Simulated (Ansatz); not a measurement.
TiS₂ (model structure, started from the HfO2 type, Pca2₁, No. 29, 12 atoms in the cell) was calculated with PBEsol (PAW; Ansatz, a program for electronic structure).

Run with plane-wave cutoff 520 eV, 6×6×6 k mesh, Fermi–Dirac smearing 0.01 eV, no spin polarisation, scalar-relativistic PAW data made under PBE.

Cell (relaxed at this level):

Space group Pca2₁ (No. 29); a = 6.006 Å, b = 5.788 Å, c = 5.772 Å, α = 90.00°, β = 90.00°, γ = 90.00°

| atom | site | symmetry | x | y | z |
|---|---|---|---|---|---|
| Ti | 4a | 1 | 0.0675 | 0.2794 | 0.2525 |
| S | 4a | 1 | 0.3826 | 0.0833 | 0.3614 |
| S | 4a | 1 | 0.2523 | 0.5703 | 0.4991 |

**Question.** What does this level give for the band gap and smallest direct gap on the k points sampled?

**Answer.** 
- band gap: 0.22 eV (indirect)
- smallest direct gap on the k points sampled: 0.41 eV

Note: the relaxation could raise the start's symmetry but not lower it, so the cell can be a saddle point.

The result took about 2.3 core-minutes (a rough figure).

A model structure was made by putting elements into a prototype or built by hand; it is no filed structure, need not be a known phase, and can be a saddle point held by its symmetry.
